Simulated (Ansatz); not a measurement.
The starting structures come from a database of crystals and need not be the phases stable at ambient conditions.

Tunnelling through a barrier is set by its complex band structure: the current falls as exp(−2κd) with the smallest κ.

```
CELL_PARAMETERS angstrom
      4.92940     0.00000     0.00000
      2.46470    11.12476    -0.11137
      2.46470    -0.52194     2.40880
ATOMIC_POSITIONS crystal
  Ge 0.50000 0.50000 0.50000
  Ge 0.50000 0.00000 0.00000
  S  0.13129 0.86871 0.36871
  S  0.63129 0.36871 0.86871
  S  0.86871 0.63129 0.13129
  S  0.36871 0.13129 0.63129
```

Space group of this cell: P4_2/nmc. The cell was relaxed by PBE-D3(BJ); by PBEsol its mean pressure is -0.6 GPa.

Transport runs along the normal of the first two printed cell vectors, the (111) plane of the conventional cell.

The gap is the functional's own. No spin-orbit coupling. Mid-gap values are interpolated on the energy grid.

Task: Compute, with PBEsol run with Ansatz (a first-principles code), the band gap and the smallest decay constant κ at mid-gap.

Result: Gap 0.95 eV on a 12×12×12 mesh; κ = 0.127 1/Å, at the zone centre.
